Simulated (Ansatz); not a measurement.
Base system: B₆As (space group R-3m, No. 166; a = 6.123 Å, c = 11.844 Å (hexagonal axes); a cell from a computed database, its experimental status unchecked). Axes: x lies along a and z along c of the hexagonal cell.

Method: plane-wave PAW DFT at the PBEsol level (Ansatz, a first-principles code, 420 eV), without spin-orbit coupling.

Base values:

The shortest interatomic distance is 3.261 bohr. The band gap comes out as 2.62 eV. The gap character comes out as indirect, Γ → L.

One thing is altered: compressive biaxial strain of 3.51 % in the plane normal to [001], as in epitaxy on a mismatched substrate; the out-of-plane cell vector and the atoms relax.

How does this affect the out-of-plane strain, shortest interatomic distance, band gap and gap character?

The out-of-plane strain is +1.48 %; the shortest interatomic distance falls by 0.075 bohr to 3.186 bohr; the band gap shrinks by 0.12 eV (2.62 eV → 2.50 eV); the gap character changes from indirect, Γ → L to indirect, F–Γ (71 % along) → L.

Whether these cells are dynamically stable was not tested.
